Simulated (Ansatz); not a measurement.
Worked calculations on one periodic cell of amorphous Ti$_{20}$O$_{43}$W: Ti20O43W, 64 atoms, volume 852.0 Å³, made by a melt-quench on the CHGNet potential and relaxed with DFT. O atoms were pushed apart under 1.9 Å during the dynamics, to hinder bonds among them. It is a model cell: composition and starting density were chosen by hand, and all elements were melted together. Cycles of charging were run to anneal it. Method: PBE, scalar-relativistic without spin-orbit coupling (plane waves to 420 eV, PAW; Ansatz, a first-principles code). Sampling: a 2×2×2 Γ-centred mesh; Fermi-Dirac width 0.02 eV; no spin polarisation. Its volume was relaxed, its shape was free, and it stands at a mean pressure of 0.0 GPa with stress components up to 0.1 GPa; the relaxation ran on the zone centre alone. Its density went from a set 3.83 to 3.57 g/cm³. The cell is small and was quenched far faster than a real film, so it is one sample of the glass.

Task: Count formal charges (Ti +4, O -2, W +6). What does the count lead one to expect at the Fermi level, and what does the calculation give?

Result: 20 × (+4) + 43 × (-2) + 1 × (+6) = 0. The charges balance, so the anion-derived valence states can be full and a gap can open. On this mesh the highest filled and lowest empty level lie 2.58 eV apart, the PBE gap of this cell, with a localised state at one edge or both.

Four energies for an added electron at PBE on the zone centre alone (charged cells in a uniform background, spin-polarised): neutral at the neutral geometry -84854.855 eV; charged at the neutral geometry -84846.674 eV; charged and relaxed -84846.858 eV; neutral at the charged geometry -84854.566 eV.

Task: Find the two relaxation energies and their sum, the reorganisation energy.

Result: On charging: -84846.674 − (-84846.858) = 0.184 eV. On discharging: -84854.566 − (-84854.855) = 0.289 eV. The sum is 0.473 eV. The carrier's level spreads over 5 of the 64 atoms' worth, so it counts as localised, most on one Ti atom with neighbours O 1.92 Å, O 1.93 Å, O 1.97 Å, O 2.06 Å, O 2.09 Å, O 2.11 Å (neutral geometry). The values are uncorrected: the image energy of a point charge in this cell, 2.84 × 14.40 / (2 × 9.5) = 2.2 eV before screening, is screened by electrons alone at the fixed geometry and by ions too after relaxing, and the carrier can be spread before it relaxes, so each term can be off by up to that value times 1/ε∞, some tenths of an eV. PBE's self-interaction favours spread-out carriers, so a hybrid can localise more.

Four energies for a hole at PBE on the zone centre alone (charged cells in a uniform background, spin-polarised): neutral at the neutral geometry -84854.855 eV; charged at the neutral geometry -84860.212 eV; charged and relaxed -84860.689 eV; neutral at the charged geometry -84853.879 eV.

Task: Find the two relaxation energies and their sum, the reorganisation energy.

Result: On charging: -84860.212 − (-84860.689) = 0.477 eV. On discharging: -84853.879 − (-84854.855) = 0.976 eV. The sum is 1.453 eV. The carrier's level spreads over 4 of the 64 atoms' worth, so it counts as localised, most on one O atom with neighbours Ti 1.79 Å, Ti 1.84 Å (neutral geometry). The values are uncorrected: the image energy of a point charge in this cell, 2.84 × 14.40 / (2 × 9.5) = 2.2 eV before screening, is screened by electrons alone at the fixed geometry and by ions too after relaxing, and the carrier can be spread before it relaxes, so each term can be off by up to that value times 1/ε∞, some tenths of an eV. PBE's self-interaction favours spread-out carriers, so a hybrid can localise more.
